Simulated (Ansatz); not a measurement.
An Ansatz (an electronic-structure program) input (PBEsol/PAW in Ansatz, spin-orbit coupling left out):

Ansatz 0.2 input:
```yaml
crystal:
  lattice:
    - [2.9726516119, 0, 0]
    - [0, 2.9726516119, 0]
    - [0, 0, 27.6118926774]
  atoms:
    - { symbol: N, position: [0.25, -0.25, 0.2716220901] }
    - { symbol: Ti, position: [0.75, 0.25, 0.2716220901] }
    - { symbol: N, position: [0.75, -0.75, 0.3477480601] }
    - { symbol: Ti, position: [1.25, -0.25, 0.3477480601] }
    - { symbol: N, position: [1.25, -1.25, 0.42387403] }
    - { symbol: Ti, position: [1.75, -0.75, 0.42387403] }
    - { symbol: N, position: [1.75, -1.75, 0.5] }
    - { symbol: Ti, position: [2.25, -1.25, 0.5] }
    - { symbol: N, position: [2.25, -2.25, 0.57612597] }
    - { symbol: Ti, position: [2.75, -1.75, 0.57612597] }
    - { symbol: N, position: [2.75, -2.75, 0.6522519399] }
    - { symbol: Ti, position: [3.25, -2.25, 0.6522519399] }
    - { symbol: N, position: [3.25, -3.25, 0.7283779099] }
    - { symbol: Ti, position: [3.75, -2.75, 0.7283779099] }
basis: { ecutwfc: 420, ecutrho_ratio: 4, xc_grid: 2, fft_grid_basis: typed }
kpoints: { mp_grid: { grid: [16, 16, 1] } }
hamiltonian:
  xc: pbesol
  dispersion: none
  pseudopotentials: { kind: paw }
scf: { occupations: { method: fermi_dirac, width: 0.05 }, convergence: { dr2_threshold: 0.0000000014 } }
relax: { f_tol: 0.01, max_steps: 50 }
output: { forces: true, stress: true }
checkpoint: { write: state.ck, write_every: 1000 }
```

Q: Which symmetry and how many k-points will the program report, and about how many plane waves at Γ?

A: Space group P4/mmm (ITA 123) with 16 operations, k-points 45 of 256, and 4625 plane waves at Γ.

No phonon test of stability was made. The final runs are not spin-polarised. The cell was made from TiN in the rock salt structure (space group Fm-3m, No. 225) by this change: a free-standing slab of 7 layers (14 atoms, 2 a layer) is cut normal to the z axis, with 15 Å of vacuum and the in-plane cell held at bulk.
